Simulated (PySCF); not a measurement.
PySCF 2.14.0, HF/def2-svp, df: Ti(S)(F)(Cl) ([F][Ti](=[S])[Cl]), 4 atoms. The geometry is a generated start, not checked to be a minimum at this level.

* **task**: energy
* **method**: hf
* **basis**: def2-svp
* **two-electron scheme**: density fitting
* **mol.max_memory**: 3000 MB
* **mf.max_cycle**: 100
* **mf.init_guess**: minao (default)
* **mf.DIIS**: CDIIS (default)
* **mf.diis_space**: 8 (default)
* **mf.conv_tol**: 1e-09 (default)
* **basis functions**: 81

```xyz
4

Ti     0.1495     0.4149     0.3336
S      1.6918    -0.8059    -0.5243
F     -0.7016    -0.5738     1.4629
Cl    -1.1397     0.9648    -1.2722
```

Charge 0 and multiplicity 1 are set for this test and not shown to be the ground state.

One run each on 2 threads, 1 BLAS thread. Values of level_shift (Hartree) tried: 0 (default), 0.1, 0.3, 1.

**Question.** How does the count of Fock builds change with level_shift (Hartree), and where is it least?

**Answer.** Fewest Fock builds: 0 (default) with 22. The count rises to 50 at 1. All converge to one solution.

```tsv
level_shift (Hartree)	Fock builds	end
0 (default)	22	same solution
0.1	25	same solution
0.3	29	same solution
1	50	same solution
```
